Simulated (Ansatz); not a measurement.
## How far PBE and PBEsol part for BeSe, pressure −2 GPa

Start from BeSe in the zinc blende structure (space group F-43m, No. 216; a = 5.178 Å).

(Cell as relaxed with PBE.)

Levels (all Ansatz, an electronic-structure program, PAW): PBE (420 eV, spin-orbit coupling left out); PBEsol (420 eV, no spin-orbit coupling).

Each level relaxes its own structure.

```csv
base,PBE,PBEsol
volume per atom,17.35 Å³,16.86 Å³
lattice parameter a,5.178 Å,5.129 Å
band gap,2.67 eV,2.47 eV
```

Perturbation: hydrostatic tension (pressure −2 GPa).

```
quantity                                   PBE      PBEsol
-----------------------------  ---------------  ----------
band gap                               2.73 eV  (withheld)
shortest interatomic distance          2.263 Å  (withheld)
gap character                  indirect, Γ → X  (withheld)
```

Q: What does PBEsol give?

A: 
- band gap, PBEsol: 2.52 eV
- shortest interatomic distance, PBEsol: 2.240 Å
- gap character, PBEsol: indirect, Γ → X

PBE's band gap lies 0.21 eV above PBEsol's; PBE's shortest interatomic distance lies 0.023 Å above PBEsol's (1.0 %); the two agree on the gap character. Neither level is exact; PBEsol is the comparison here, not a measurement.

Load acts through the strain it causes; cell and atoms are relaxed under it. Whether these cells are dynamically stable was not tested.
